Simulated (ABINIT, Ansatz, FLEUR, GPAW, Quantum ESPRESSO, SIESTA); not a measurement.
YMg₆Al (Amm2, 8 atoms in the cell) computed with different codes at matched settings

Self-consistent single point.

```
YMg6Al
1.0
    5.01794     0.00000     0.00000
    0.00000     3.29184     5.66129
    0.00000    -3.29184     5.66129
Y Mg Al
1 6 1
Direct
  0.00000   0.67401   0.67401
  0.50000   0.32292   0.83828
  0.50000   0.83828   0.32292
  0.50000   0.33255   0.33255
  0.00000   0.16159   0.67523
  0.00000   0.67523   0.16159
  0.00000   0.16450   0.16450
  0.50000   0.83091   0.83091
```

All programs got the same cell, k-point mesh and kind of occupations (in Ansatz's words: kpoints.mp_grid.grid = 4 3 3; scf.occupations.method = gaussian; scf.occupations.width = 0.1 eV); potentials, basis and cutoffs are each program's usual ones.

```json
[
 {"code": "ABINIT", "model": "PBEsol, norm-conserving pseudopotentials (PseudoDojo nc-sr-04 PBEsol standard)", "pressure (GPa)": "-0.85", "largest force (eV/Å)": "0.061", "k-points": "12", "cutoff": "84 Ry"},
 {"code": "FLEUR", "model": "PBEsol, all-electron FLAPW (FLEUR), scalar-relativistic valence", "pressure (GPa)": "–", "largest force (eV/Å)": "0.062", "k-points": "12", "cutoff": "Kmax 3.8 1/bohr"},
 {"code": "SIESTA", "model": "GGA PBEsol, numerical atomic orbitals DZP, PseudoDojo PBEsol standard norm-conserving potentials (rewritten from UPF to PSML)", "pressure (GPa)": "1.12", "largest force (eV/Å)": "0.130", "k-points": "20", "cutoff": "grid 350 Ry"},
 {"code": "GPAW", "model": "PBEsol, GPAW PAW datasets PBEsol (made by gpaw-setup)", "pressure (GPa)": "-0.89", "largest force (eV/Å)": "0.059", "k-points": "12", "cutoff": "800 eV"},
 {"code": "Quantum ESPRESSO", "model": "PBEsol, GBRV 1.5 ultrasoft (PBESOL) pseudopotentials", "pressure (GPa)": "-0.90", "largest force (eV/Å)": "0.062", "k-points": "12", "cutoff": "40 Ry"},
 {"code": "Ansatz", "model": "PBEsol, PAW files made with PBE", "pressure (GPa)": "-0.87", "largest force (eV/Å)": "0.062", "k-points": "12", "cutoff": "default"}
]
```

Size of the force on each atom (eV/Å): Sizes of forces hide their directions.

```csv
code,Y1,Mg2,Mg3,Mg4,Mg5,Mg6,Mg7,Al8
ABINIT,0.006,0.051,0.051,0.000,0.027,0.027,0.061,0.042
FLEUR,0.006,0.047,0.047,0.003,0.022,0.022,0.062,0.044
SIESTA,0.008,0.082,0.082,0.054,0.031,0.031,0.130,0.036
GPAW,0.017,0.045,0.045,0.002,0.020,0.020,0.059,0.037
Quantum ESPRESSO,0.002,0.046,0.046,0.003,0.023,0.023,0.062,0.039
Ansatz,0.005,0.046,0.046,0.003,0.023,0.023,0.062,0.041
```

A dash marks a value that a program does not give, or that is left out as unsure.

The spread over the programs that give each value: pressure within 2.02 GPa; largest force within 0.071 eV/Å.

The starting cell comes from a database of computed structures (which also holds hypothetical and non-ambient phases and stackings), without a prior relaxation at this level.

Problem. Why do the programs differ, and what cannot be compared?

Solution. Differences of this kind can come from the potentials, where these differ, and from what each basis and cutoff leave unconverged. The zero of total energies and Fermi levels follows the potentials and each program's conventions, so they are not compared here. SIESTA uses small atom-centred bases, whose incompleteness enters pressures, forces and empty levels differently from a plane-wave cutoff. FLEUR treats all electrons, but the usual bases taken here (sphere radii, linearisation, local orbitals, empty states) were not tested for convergence, so the values are no reference for the others. Ansatz's pressure is given at a fixed set of plane waves, as the other plane-wave codes print theirs. The programs reduce the same mesh by symmetry to different extents, which changes the work and not the result. In the pressure, SIESTA (by 2.00) lies more than 1 GPa from the median of the plane-wave programs. In the force vectors, SIESTA (by 0.084) lies more than 0.08 eV/Å from the median of the plane-wave programs.

Left out of this page: CP2K (unsound by tests on forces, stress, charge or solver warnings).

Ansatz is a program for electronic structure.

Keys are those of Ansatz 0.2.
